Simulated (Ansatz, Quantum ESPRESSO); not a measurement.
An Ansatz (an electronic-structure program) input for a self-consistent single point of Cl2 (Cmce, 4 atoms in the cell) (DFT, PBE, plane waves, default PAW files):

Ansatz 0.2 input:
```yaml
# Cl2
crystal:
  lattice:
    - [3.26420500, -2.05747000, 0.00000000]
    - [3.26420500, 2.05747000, 0.00000000]
    - [0.00000000, 0.00000000, 8.40240000]
  atoms:
    - { symbol: Cl, position: [0.88548000, 0.11452000, 0.60475000] }
    - { symbol: Cl, position: [0.11452000, 0.88548000, 0.39525000] }
    - { symbol: Cl, position: [0.61452000, 0.38548000, 0.10475000] }
    - { symbol: Cl, position: [0.38548000, 0.61452000, 0.89525000] }
basis:
  ecutwfc: 420.0
kpoints:
  mp_grid: { grid: [9, 9, 4] }
hamiltonian:
  xc: pbe
  pseudopotentials: { kind: paw }
scf:
  occupations: { method: fermi_dirac, width: 0.02 }
output:
  forces: true
  eigenvalues: true
  stress: true
```

Give the Quantum ESPRESSO input for the same structure, mesh, smearing and functional.

One input that does it (others would too):

```fortran
&CONTROL
    calculation = 'scf'
    prefix = 'scf'
    outdir = './out'
    pseudo_dir = './'
    tprnfor = .true.
    tstress = .true.
/
&SYSTEM
    ibrav = 9
    celldm(1) = 12.33690693
    celldm(2) = 0.6303127408
    celldm(3) = 1.2870515179
    nat = 4
    ntyp = 1
    ecutwfc = 40
    ecutrho = 320
    occupations = 'smearing'
    smearing = 'fermi-dirac'
    degauss = 0.00147
/
&ELECTRONS
    conv_thr = 1.0e-11
/
ATOMIC_SPECIES
Cl    35.4500  cl_pbe_v1.4.uspp.F.UPF
ATOMIC_POSITIONS {crystal}
Cl   -0.88548000    0.11452000   -0.60475000
Cl   -0.11452000    0.88548000   -0.39525000
Cl   -0.61452000    0.38548000   -0.10475000
Cl   -0.38548000    0.61452000   -0.89525000
K_POINTS {automatic}
9 9 4  0 0 0
```

Basis, cutoffs, solver keys and any potentials are the target program's own. This input uses DFT, PBE, plane waves, SSSP 1.1.2 efficiency (PBE) pseudopotentials.

The starting cell comes from a database of computed structures (which also holds hypothetical and non-ambient phases and stackings), without a prior relaxation at this level.
